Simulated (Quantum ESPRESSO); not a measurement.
Input and output of a self-consistent single point for Li (R-3m, 3 atoms in the cell) (Quantum ESPRESSO).

Method of the run: LDA (PW92), PseudoDojo standard norm-conserving (LDA) pseudopotentials (plane waves; Quantum ESPRESSO 7.5).

The change in words: lattice scaled by 0.98. Reference geometry:
```xyz
3
Lattice="1.5090 -0.8712 7.3096 0.0000 1.7425 7.3096 -1.5090 -0.8712 7.3096" Properties=species:S:1:pos:R:3 pbc="T T T"
Li     0.0000     0.0000    17.0393
Li     0.0000     0.0000     4.8895
Li     0.0000     0.0000     0.0000
```

Reference input (self-consistent single point, DFT, LDA (PW92), plane waves, PseudoDojo standard norm-conserving (LDA) pseudopotentials): ecutwfc = 75 Ry; occupations = smearing; smearing = gaussian; degauss = 0.0147 Ry; potentials = {Li: Li.upf}; K_POINTS = automatic 10 10 10 0 0 0; conv_thr = 1e-11 Ry. This run's input differs from it in these lines:

```diff
@@ -10,4 +10,4 @@
     ibrav = 5
-    celldm(1) = 14.2001528539
-    celldm(4) = 0.919345996710
+    celldm(1) = 13.9161492066
+    celldm(4) = 0.919345990296
     nat = 3
```

Log, with long lists cut:

```
     Self-consistent Calculation

     iteration #  1     ecut=    75.00 Ry     beta= 0.70

     Threshold (ethr) on eigenvalues was too large:
     Diagonalizing with lowered threshold

     total energy              =     -42.69668203 Ry
     estimated scf accuracy    <       0.00165582 Ry

     iteration #  2     ecut=    75.00 Ry     beta= 0.70

     total energy              =     -42.69609239 Ry
     estimated scf accuracy    <       0.00478893 Ry

     iteration #  3     ecut=    75.00 Ry     beta= 0.70

     total energy              =     -42.69695341 Ry
     estimated scf accuracy    <       0.00058635 Ry

   [... 3 blocks of this kind left out ...]

     iteration #  7     ecut=    75.00 Ry     beta= 0.70

     total energy              =     -42.69702232 Ry
     estimated scf accuracy    <          5.3E-11 Ry

     iteration #  8     ecut=    75.00 Ry     beta= 0.70
     End of self-consistent calculation

     Number of k-points >= 100: set verbosity='high' to print the bands.

     the Fermi energy is     1.1568 ev

!    total energy              =     -42.69702232 Ry
     estimated scf accuracy    <          1.4E-13 Ry
     smearing contrib. (-TS)   =      -0.00207344 Ry
     internal energy E=F+TS    =     -42.69494887 Ry

     convergence has been achieved in   8 iterations

     Forces acting on atoms (cartesian axes, Ry/au):

     atom    1 type  1   force =     0.00000000    0.00000000    0.00142124
     atom    2 type  1   force =     0.00000000    0.00000000   -0.00142124
     atom    3 type  1   force =     0.00000000   -0.00000000   -0.00000000

     Total force =     0.002010     Total SCF correction =     0.000001

          total   stress  (Ry/bohr**3)                   (kbar)     P=        7.73
   0.00005613   0.00000000   0.00000000            8.26        0.00        0.00
   0.00000000   0.00005613   0.00000000            0.00        8.26        0.00
   0.00000000   0.00000000   0.00004546            0.00        0.00        6.69

   JOB DONE.
```

The run converged in 8 iterations. Against the reference run the free energy goes up by 2.0 meV/atom, the pressure goes from -0.19 to 0.77 GPa and the largest force goes from 0.032 to 0.037 eV/Å.

The starting cell comes from a database of computed structures (which also holds hypothetical and non-ambient phases and stackings), without a prior relaxation at this level. Its lattice was rescaled by a random factor within 2.5 % of one. For this run, on top of that: lattice scaled by 0.98.

Cost on one core of a shared machine: roughly 4 min.
